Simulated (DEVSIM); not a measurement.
System: Si p-i-n diode, at 300 K.

| layer (left to right) | material | thickness (μm) | Nd (cm⁻³) | Na (cm⁻³) | τn (s) | τp (s) |
|---|---|---|---|---|---|---|
| 1 | Si | 1.30 | - | 8.6e18 | 2.8e-5 | 9.3e-7 |
| 2 | Si | 2.90 | 1.5e13 | - | 9.3e-7 | 9.3e-7 |
| 3 | Si | 3.20 | 5.4e18 | - | 9.3e-7 | 9.3e-7 |

Left contact: ohmic. Right contact: ohmic. Voltage is applied to the left contact. Recombination: SRH at mid-gap, radiative. Mobility is constant in doping.

Constants are typed, rounded textbook-type inputs, not results; the design itself was drawn at random and stands for no fabricated device. Values at 300 K.

| parameter | Si |
|---|---|
| gap (eV) | 1.124 |
| affinity (eV) | 4.05 |
| permittivity | 11.7 |
| Nc (cm⁻³) | 2.86e19 |
| Nv (cm⁻³) | 3.1e19 |
| μn (cm²/Vs) | 1417 |
| μp (cm²/Vs) | 470 |
| B (cm³/s) | 4.7e-15 |

Model (solved in DEVSIM): 1D drift-diffusion, Boltzmann statistics, complete ionisation; no tunnelling, impact ionisation, image-force lowering or self-heating.

Tabulate band edges, carrier densities and field at zero bias.

Energies count from the Fermi level of the right contact; mesh points crowd at the junctions.

| x (μm) | Ec (eV) | Ev (eV) | n (cm⁻³) | p (cm⁻³) | field (V/cm) |
|---|---|---|---|---|---|
| 0.000 | 1.091 | -0.033 | < 1e2 | 8.6e18 | ≈ 0 |
| 0.04168 | 1.091 | -0.033 | < 1e2 | 8.6e18 | ≈ 0 |
| 0.1601 | 1.091 | -0.033 | < 1e2 | 8.6e18 | ≈ 0 |
| 0.4691 | 1.091 | -0.033 | < 1e2 | 8.6e18 | ≈ 0 |
| 1.082 | 1.091 | -0.033 | < 1e2 | 8.6e18 | ≈ 0 |
| 1.234 | 1.091 | -0.033 | < 1e2 | 8.6e18 | ≈ 0 |
| 1.292 | 1.091 | -0.033 | < 1e2 | 8.5e18 | -1300 |
| 1.348 | 0.922 | -0.202 | 9400 | 1.2e16 | -10000 |
| 1.472 | 0.852 | -0.272 | 140000 | 8.5e14 | -3600 |
| 1.812 | 0.759 | -0.365 | 5100000 | 2.3e13 | -2400 |
| 2.750 | 0.543 | -0.581 | 2.1e10 | 5.5e9 | -2200 |
| 3.848 | 0.314 | -0.810 | 1.5e14 | 760000 | -2200 |
| 4.086 | 0.244 | -0.880 | 2.3e15 | 51000 | -4700 |
| 4.174 | 0.172 | -0.952 | 3.6e16 | 3200 | -17000 |
| 4.220 | 0.043 | -1.081 | 5.4e18 | < 1e2 | ≈ 0 |
| 4.302 | 0.043 | -1.081 | 5.4e18 | < 1e2 | ≈ 0 |
| 4.522 | 0.043 | -1.081 | 5.4e18 | < 1e2 | ≈ 0 |
| 5.160 | 0.043 | -1.081 | 5.4e18 | < 1e2 | ≈ 0 |
| 6.697 | 0.043 | -1.081 | 5.4e18 | < 1e2 | ≈ 0 |
| 7.169 | 0.043 | -1.081 | 5.4e18 | < 1e2 | ≈ 0 |
| 7.331 | 0.043 | -1.081 | 5.4e18 | < 1e2 | ≈ 0 |
| 7.400 | 0.043 | -1.081 | 5.4e18 | < 1e2 | ≈ 0 |
